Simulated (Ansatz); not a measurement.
Start from BeS in the rock salt structure (space group Fm-3m, No. 225; a = 4.590 Å; a hypothetical phase, not in the database extracts checked).

Levels (all Ansatz, a quantum-chemistry and plane-wave program, PAW): PBEsol (420 eV, no spin-orbit coupling); HSE06 (420 eV, spin-orbit coupling left out).

The geometry is relaxed with PBEsol.

- PBEsol band gap: 0.95 eV

### Question
What does HSE06 give at this geometry for the band gap?

### Answer
The band gap goes up by 0.806 eV, from 0.95 eV to 1.75 eV.

Single points use the geometry relaxed with PBEsol. HSE06 gaps are upper bounds (no full band path). Stability against distortions was not tested.
